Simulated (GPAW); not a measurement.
GPAW run on HfCuGe (Pnma, 12 atoms in the cell): self-consistent single point.

Method of the run: r2SCAN-D4, GPAW PAW datasets PBE (gpaw-data 1.0.1) (plane waves; GPAW).

```
CELL_PARAMETERS angstrom
      6.42656     0.00000     0.00000
      0.00000     3.91375     0.00000
      0.00000     0.00000     7.30545
ATOMIC_POSITIONS crystal
  Hf 0.01192 0.25000 0.80878
  Hf 0.98808 0.75000 0.19122
  Hf 0.48808 0.75000 0.30878
  Hf 0.51192 0.25000 0.69122
  Cu 0.16563 0.25000 0.42551
  Cu 0.83437 0.75000 0.57449
  Cu 0.33437 0.75000 0.92551
  Cu 0.66563 0.25000 0.07449
  Ge 0.77678 0.25000 0.39539
  Ge 0.22322 0.75000 0.60461
  Ge 0.72322 0.75000 0.89539
  Ge 0.27678 0.25000 0.10461
```

Reference input (self-consistent single point, DFT LDA (Perdew-Wang 92), plane waves, GPAW PAW datasets LDA (gpaw-data 1.0.1)): mode = pw; ecut = 850 eV; xc = LDA; kpts = 3 5 3; mesh shift (steps) = 0 0 0; occupations.name = methfessel-paxton; occupations.width = 0.05 eV; occupations.order = 0; nbands = -18; symmetry.symmorphic = false; symmetry.tolerance = 0.0005; maxiter = 100. This run's input differs from it in these lines:

```diff
@@ -1,3 +1,5 @@
 from ase import Atoms
+from ase.calculators.mixing import SumCalculator
 from ase.units import GPa
+from dftd4.ase import DFTD4
 from gpaw import GPAW
@@ -23,3 +25,3 @@
 calc = GPAW(mode={'name': 'pw', 'ecut': 850},
-            xc='LDA',
+            xc='MGGA_X_R2SCAN+MGGA_C_R2SCAN',
             kpts=(3, 5, 3),
@@ -30,3 +32,5 @@
 
-atoms.calc = calc
+disp = DFTD4(method='r2scan')
+
+atoms.calc = SumCalculator([calc, disp])
```

Its files differ too (potentials: GPAW PAW datasets PBE (gpaw-data 1.0.1)).

Output, abridged:

```
     iter     time        total  log10-change:
                         energy   eigst   dens
iter:   1 --:--:--  -192.430176
iter:   2 --:--:--  -178.981806   -0.81  -1.21
iter:   3 --:--:--  -177.434353   -1.12  -1.27
iter:   4 --:--:--  -177.553389   -0.75  -1.34
iter:   5 --:--:--  -178.850600   -0.89  -1.57
iter:   6 --:--:--  -178.487659   -1.88  -1.64
iter:   7 --:--:--  -177.815044   -2.21  -1.63
iter:   8 --:--:--  -177.057709   -1.28  -1.75
iter:   9 --:--:--  -177.064472   -2.08  -2.50
iter:  10 --:--:--  -177.064008c  -3.42  -2.70
iter:  11 --:--:--  -177.066582c  -3.57  -2.74
iter:  12 --:--:--  -177.068291c  -2.88  -2.74
iter:  13 --:--:--  -177.063678c  -4.49  -2.72
iter:  14 --:--:--  -177.062406c  -4.37  -2.92
iter:  15 --:--:--  -177.061830c  -4.26  -3.13
iter:  16 --:--:--  -177.061876c  -5.19  -3.28
iter:  17 --:--:--  -177.061853c  -5.79  -3.36
iter:  18 --:--:--  -177.061773c  -5.02  -3.40
iter:  19 --:--:--  -177.061772c  -6.25  -3.85
iter:  20 --:--:--  -177.061773c  -6.22  -3.87
iter:  21 --:--:--  -177.061770c  -6.93  -3.93
iter:  22 --:--:--  -177.061763c  -6.17  -3.97
iter:  23 --:--:--  -177.061767c  -6.79  -4.16c
iter:  24 --:--:--  -177.061763c  -7.04  -4.28c
iter:  25 --:--:--  -177.061762c  -7.55c -4.41c
Converged after 25 iterations.

Dipole moment: (0.000000, -0.000031, -0.000000) |e|*Ang

Energy contributions relative to reference atoms: (reference = -2048020.819876)

Kinetic:       +116.101170
Potential:     -106.309383
External:        +0.000000
XC:            -184.883330
Entropy (-ST):   -0.009448
Local:           -1.965495
SIC:             +0.000000
--------------------------
Free energy:   -177.066486
Extrapolated:  -177.061762

Showing only first 2 kpts
 Kpt  Band  Eigenvalues  Occupancy
  0    52     10.87809    0.00000
  0    53     11.18455    0.00000
  0    54     11.33686    0.00000
  0    55     11.33963    0.00000

  1    52      9.91191    2.00000
  1    53     10.45447    2.00000
  1    54     11.46892    0.00000
  1    55     11.86689    0.00000

Fermi level: 10.61994

No gap
   [... lines left out ...]
  6 Cu   -0.04127    0.00000   -0.08444
  7 Cu    0.04127   -0.00000    0.08444
  8 Ge   -0.04792   -0.00000    0.01217
  9 Ge    0.04792   -0.00000   -0.01217
 10 Ge    0.04792    0.00000    0.01217
 11 Ge   -0.04792   -0.00000   -0.01217

Stress tensor:
    -0.027895     0.000000     0.000000
     0.000000    -0.030544     0.000000
     0.000000     0.000000    -0.028377
Stress (GPa, Voigt): [-3.31   -3.7352 -3.3849  0.     -0.      0.    ]
```

The run converged in 25 iterations. GPAW prints stress with tension positive. Against the reference run the pressure goes from -2.95 to 3.48 GPa and the largest force goes from 0.104 to 0.094 eV/Å.

The starting cell comes from a database of computed structures (which also holds hypothetical and non-ambient phases and stackings), without a prior relaxation at this level. Spin polarisation is off. With a pressure of about 3 GPa the cell is away from its equilibrium volume at this level.

Cost on one core of a shared machine: roughly 10 min.
